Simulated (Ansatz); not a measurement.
Functionals compared on a constructed model of the (111) surface of fcc Ag, a pseudomorphic layer of Ga in the host's stacking (bottom of the slab: a bare face, its two planes held), in Ansatz (plane waves, PAW). The structure was relaxed with PBE; the other rows are single points on it. Cutoff 420 eV (500 eV for r2SCAN).

Slab: 7 atoms, 14.2 Å thick at the start with caps and adatoms; k 15x15x1, smearing 0.1 eV, dipole-corrected; 2 atoms held, the rest relaxed; symmetry of the start imposed; no spin, no spin-orbit, no U. In PBE it is, or lies within 0.01 eV a 1x1 cell of, the lowest of the 2 structures of its composition computed so far; subsurface sites and larger cells were not tried. These notes are the PBE run's.

```tsv
functional	work function of the top face (eV)	rough cost of the single point
PBE	4.27	–
RPBE	4.15	roughly 24 core-seconds
r2SCAN	4.38	very roughly 50 core-seconds
```

Ansatz is an electronic-structure program.
